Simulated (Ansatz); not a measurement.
Ansatz (a program for electronic structure) is run on Sc₃Si₃Ni₂ (P1, 16 atoms in the cell), and the run fails. The aim is a self-consistent single point with DFT, PBEsol, plane waves, default PAW files made with PBE.

Input as run:

Ansatz 0.2 input:
```yaml
crystal:
  lattice:
    - [1.99060000, -4.84400000, 0.00000000]
    - [1.99060000, 4.84400000, 0.00000000]
    - [0.00000000, 0.00000000, 13.11100000]
  atoms:
    - { symbol: Sc, position: [0.62201800, 0.36648500, 0.24921300] }
    - { symbol: Sc, position: [0.35646600, 0.63731000, 0.74793800] }
    - { symbol: Si, position: [0.63297300, 0.39723600, 0.03364100] }
    - { symbol: Si, position: [0.36845400, 0.61609800, 0.54005200] }
    - { symbol: Si, position: [0.38647100, 0.58311600, 0.95934700] }
    - { symbol: Si, position: [0.62255000, 0.38069100, 0.44680700] }
    - { symbol: Sc, position: [0.91214700, 0.08538900, 0.11244000] }
    - { symbol: Sc, position: [0.09296000, 0.93501100, 0.61089200] }
    - { symbol: Sc, position: [0.05643800, 0.89501700, 0.88991700] }
    - { symbol: Sc, position: [0.91211300, 0.07277200, 0.38919400] }
    - { symbol: Ni, position: [0.79024400, 0.19807300, 0.60261200], spin: 2.0 }
    - { symbol: Ni, position: [0.23005200, 0.80376000, 0.10183100], spin: 2.0 }
    - { symbol: Ni, position: [0.22397600, 0.81399300, 0.40524000], spin: 2.0 }
    - { symbol: Ni, position: [0.76868800, 0.18641600, 0.90583100], spin: 2.0 }
    - { symbol: Si, position: [0.34916500, 0.67398800, 0.25826500] }
    - { symbol: Si, position: [0.67528400, 0.35464500, 0.74678000] }
basis:
  ecutwfc: 420.0 eV
kpoints:
  mp_grid:
    grid: [5, 5, 2]
hamiltonian:
  xc: pbesol
  pseudopotentials:
    kind: paw
magnetization:
  spin_polarized: true
scf:
  occupations:
    method: cold
    width: 0.272 eV
  max_iter: 40
  convergence:
    dr2_threshold: 1.0e-22 eV
output:
  forces: true
  eigenvalues: true
  stress: true
```

The program printed (abridged):

```
SCF iter   1: F=—  HF=-39633.707856 eV  |F-HF|=—  |Δ(HF+E_count)|=         —  Δρ=1.34e-1 (↑5.63e-2 ↓1.34e-1)  dr2=3.21e1  dr2_m=1.93e1  M=0.777 μB ∫|m|=1.971 μB  β_m=0.30  ethr=3.10e-3  ⟨swp⟩=5.4  Hψ=19179  notcnv=0
all-band conjugate gradients solve this SCF's bands
preconditioner: auto → Kerker (q_TF=auto, 2.533 Å⁻¹)
   [... lines left out ...]
SCF iter  39: F=—  HF=-39631.350802 eV  |F-HF|=—  |Δ(HF+E_count)|=  7.28e-12  S|Δr|=    0.00e0  Δρ=1.62e-10 (↑1.24e-10 ↓1.62e-10)  dr2=1.26e-16  dr2_m=1.06e-17  M=-0.000 μB ∫|m|=0.000 μB  β_m=0.75  ethr=1.00e-12  ⟨swp⟩=1.0  Hψ=10356  notcnv=0
SCF iter  40: F=—  HF=-39631.350802 eV  |F-HF|=—  |Δ(HF+E_count)|=    0.00e0  S|Δr|=    0.00e0  Δρ=1.38e-10 (↑1.37e-10 ↓1.38e-10)  dr2=9.05e-17  dr2_m=4.92e-18  M=-0.000 μB ∫|m|=0.000 μB  β_m=0.61  ethr=1.00e-12  ⟨swp⟩=1.0  Hψ=13884  notcnv=0
Error: did not converge after 40 iterations: dr2 = 9.05e-17 (threshold 1.00e-22), under the density mixer `msr1`, which `scf.mixing.algorithm: auto` chose by the deck's other keys (type `scf.mixing.algorithm: msr1` to keep it); raise `scf.max_iter`, which need not help a stalled SCF, or adjust the mixing (`scf.mixing`) or, under a smearing, its width (`scf.occupations.width`, in either direction: another width is another result); this run sums exchange and correlation on more points than the dense box has (`basis.xc_grid`), where a deck that converges on the dense box may not converge: try another level (where the key is left out runs that use forces, runs that use the stress, [...]
```

### Question
Diagnose the run.

### Answer
The fault is a threshold far tighter than needed, beside a limit on iterations. Each further decade of the residual costs iterations, and near the noise of double precision and of the grids the loop may never get there. To fix it, use a threshold that the task needs. The run ended unconverged after 40 iterations.

The sound input it was made from differs as follows (other fixes are possible):
```diff
-  max_iter: 40
-  convergence:
-    dr2_threshold: 1.0e-22 eV
```

With that input, the run converged in 21 iterations: free energy E − TS (on the zero of these files) -39631.3508 eV; Fermi level (on the code's own zero) 12.01 eV; pressure -3.04 GPa; largest force (vector length) 1.973 eV/Å; size of the cell's spin moment 0.00 μB (DFT, PBEsol, plane waves, default PAW files made with PBE).

On the sound input: the starting cell comes from a database of published, mostly measured structures (it also holds non-ambient and calculated ones), without a prior relaxation at this level. Its atoms were displaced at random from the sites of space group no. 63. The starting moments vanished: the run ended non-magnetic, which need not be the lowest state. The program warned that a starting moment was not kept. With a pressure of about -3 GPa the cell is away from its equilibrium volume at this level. Forces in this geometry exceed 1 eV/Å. Ansatz's pressure includes its estimate of the finite-basis (Pulay) stress.
